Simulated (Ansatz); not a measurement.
Consider SiC (space group P6_3mc, No. 186; a = 3.0585 Å, c = 10.0120 Å). Axes: x lies along a and z along c of the hexagonal cell.

Level of theory: plane-wave PAW DFT at the LDA level (Ansatz, a program for electronic structure, 420 eV), spin-orbit coupling left out.

Strains are applied to the cell and any free atomic positions relax.

One change was made to it. Results:

The gap character remains indirect, Γ → M; the band gap stays 2.18 eV; the shortest interatomic distance shrinks by 0.0258 bohr (3.536 bohr → 3.511 bohr); the energy grows by 4.1 meV/atom.

Q: Name the change that was made.
A. uniaxial strain ε_zz = −3.00 %
B. uniaxial strain ε_zz = −0.75 %
C. uniaxial strain ε_zz = −1.50 %

A: C, uniaxial strain ε_zz = −1.50 %. For comparison, the energy relative to the base in the other runs: uniaxial strain ε_zz = −3.00 % gives +17 meV/atom; uniaxial strain ε_zz = −0.75 % gives +1.0 meV/atom.

Whether these cells are dynamically stable was not tested.
